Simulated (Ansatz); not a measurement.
**TiB2, response to strain**

Base system: TiB$_{2}$ (space group P6/mmm, No. 191; a = 3.0174 Å, c = 3.1851 Å). Axes: x lies along a and z along c of the hexagonal cell.

Strains are applied to the cell and any free atomic positions relax.

All numbers come from PBEsol (Ansatz, a program for electronic structure, PAW, scalar-relativistic without spin-orbit coupling).

Notes on the quantities. energy relative to the base: free energy F; pressure: mean of the normal stresses, compression positive.

```json
[
 {"change": "base", "energy relative to the base": "0 meV/atom", "pressure": "0.0 GPa"},
 {"change": "tensor shear ε_xz = +1.14 %", "energy relative to the base": "+3.8 meV/atom", "pressure": "0.2 GPa"},
 {"change": "tensor shear ε_xz = +0.29 %", "energy relative to the base": "+0.2 meV/atom", "pressure": "0.0 GPa"},
 {"change": "tensor shear ε_xz = +2.00 %", "energy relative to the base": "+12 meV/atom", "pressure": "0.5 GPa"},
 {"change": "tensor shear ε_xz = +1.43 %", "energy relative to the base": "+5.9 meV/atom", "pressure": "0.3 GPa"},
 {"change": "tensor shear ε_xz = +0.57 %", "energy relative to the base": "+0.9 meV/atom", "pressure": "0.0 GPa"},
 {"change": "tensor shear ε_xz = +1.71 %", "energy relative to the base": "+8.4 meV/atom", "pressure": "0.4 GPa"},
 {"change": "tensor shear ε_xz = +0.86 %", "energy relative to the base": "+2.1 meV/atom", "pressure": "0.1 GPa"}
]
```

The mesh was chosen for an insulator and is coarse for the gapless case. Without a gap, meshes like the base's 13×13×10 leave anisotropic stresses uncertain by several tenths of a GPa, and small strain energies with them. Stability against distortions was not tested. The final runs are not spin-polarised.
